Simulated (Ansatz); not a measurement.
Results of HSE06 (plane waves, PAW; Ansatz, a program for electronic structure) for bcc Ca (high-temperature phase).

Input file:

Ansatz 0.2 input:
```yaml
crystal:
  lattice:
    - [-2.19, 2.19, 2.19]
    - [2.19, -2.19, 2.19]
    - [2.19, 2.19, -2.19]
  atoms:
    - { symbol: Ca, position: [0.0, 0.0, 0.0] }
basis:
  ecutwfc: 460
  ecutrho_ratio: 4
  xc_grid: 2
kpoints:
  mp_grid: { grid: [8, 8, 8] }
hamiltonian:
  xc: hse06
  dispersion: none
  pseudopotentials: { kind: paw }
scf:
  occupations: { method: fermi_dirac, width: 0.05 }
  convergence: { dr2_threshold: 0.0000000001 }
output:
  forces: false
  stress: true
  eigenvalues: true
```

**Question.** How many irreducible k-points, plane waves at Γ does the program set up, and what pressure does the run end with?

**Answer.** 29 irreducible k-points, 959 plane waves at Γ; P = 1.03 GPa, so the cell is compressed on average and its volume would grow at this level.

Excerpt of the program's output:

```
WARN output.stress: scf.exx.energy_threshold = 1e-6 eV is looser than the 1e-8 eV advised for a stress under a hybrid functional (1e-8 eV for each atom of the …
Crystal: 1 atoms, lattice volume = 42.014 Å³
Basis set: ecut = 460 eV, 959 PW (Γ), exchange–correlation on 54×54×54 points (8 copies of the dense FFT grid, shifted against one another)
Bands: 9, of which v1, the nominal top of the filled ones, is band 5 counted from 1 (4 counted from 0)
Symmetry: 48 space group operations
Space group: Im-3m (ITA 229), of the structure as read, at distance tolerance 3.5e-5 Å
k-points: 29 of 512
SCF iter   1: F=—  HF=-1816.848860 eV  |F-HF|=—  |Δ(HF+E_count)|=         —  Δρ=1.01e-3  dr2=3.68e-4
SCF iter   2: F=—  HF=-1816.849065 eV  |F-HF|=—  |Δ(HF+E_count)|=   2.05e-4  Δρ=5.49e-4  dr2=1.21e-4
  ...
SCF 1 converged in 8 iterations: F = -1816.849096 eV  dr2 = 6.50e-12
Crystal: 1 atoms, lattice volume = 42.014 Å³
Initial density: handed on by an earlier stage of this run
Crystal: 1 atoms, lattice volume = 42.014 Å³
SCF iter   5: F=—  HF=-1817.604324 eV  |F-HF|=—  |Δ(HF+E_count)|=   1.37e-9  Δρ=3.81e-7  dr2=1.26e-10
SCF iter   6: F=-1817.604324 eV  HF=-1817.604324 eV  |F-HF|=4.14e-11  |Δ(HF+E_count)|=   1.47e-9  Δρ=4.13e-7  dr2=5.11e-11
SCF 3 converged in 6 iterations: F = -1817.604324 eV  dr2 = 5.11e-11
Free energy (F): -1817.604324 eV
Internal energy: -1817.593369 eV  (E = F + TS)
E sigma→0 (E₀):  -1817.598847 eV
Fermi energy:    5.094501 eV
--- Stress (GPa, compression-positive) ---
        1.031197       0.000000      -0.000000
        0.000000       1.031197      -0.000000
        0.000000      -0.000000       1.031197
  P = ⅓ Tr σ = 1.0312 GPa (10.312 kbar)
```

The PAW data were made under PBE.

Note: symmetry holds this phase in the static calculation, where it need not be a minimum. Note: cell and atoms aren't relaxed at this level (pressure 1.0 GPa).

The result took around 40 core-seconds (rough).
